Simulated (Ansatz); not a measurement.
HfTiO4, pressure series

The reference is HfTiO4 (space group P2_12_12, No. 18; a = 4.699 Å, b = 5.066 Å, c = 5.619 Å; a cell from a computed database, its experimental status unchecked).

Cell and atoms are relaxed at each pressure.

All numbers come from PBEsol (Ansatz, a quantum-chemistry and plane-wave program), no spin-orbit coupling.

Notes on the quantities. enthalpy: H = E + PV relative to the base's energy.

```tsv
variant	band gap	volume per atom	enthalpy
base	2.73 eV	11.15 Å³	–
pressure −2 GPa	2.69 eV	11.26 Å³	-0.14 eV/atom
pressure −1 GPa	2.71 eV	11.20 Å³	-0.07 eV/atom
pressure 0.3 GPa	2.74 eV	11.13 Å³	+0.02 eV/atom
pressure 0.7 GPa	2.74 eV	11.11 Å³	+0.05 eV/atom
pressure 1.5 GPa	2.76 eV	(withheld)	+0.10 eV/atom
pressure 3 GPa	2.79 eV	10.99 Å³	+0.21 eV/atom
pressure 5 GPa	2.83 eV	10.90 Å³	+0.34 eV/atom
pressure 7.5 GPa	(withheld)	10.78 Å³	+0.51 eV/atom
pressure 10 GPa	2.91 eV	10.66 Å³	+0.68 eV/atom
```

Q: Some entries are withheld; estimate them.

A: 
- pressure 1.5 GPa, volume per atom: 11.07 Å³
- pressure 7.5 GPa, band gap: 2.87 eV

Spin-orbit coupling, missing from the scalar runs, can matter with Hf. Load acts through the strain it causes; cell and atoms are relaxed under it. Whether these cells are dynamically stable was not tested. No other phases were tried under pressure. All final runs are without spin polarisation.
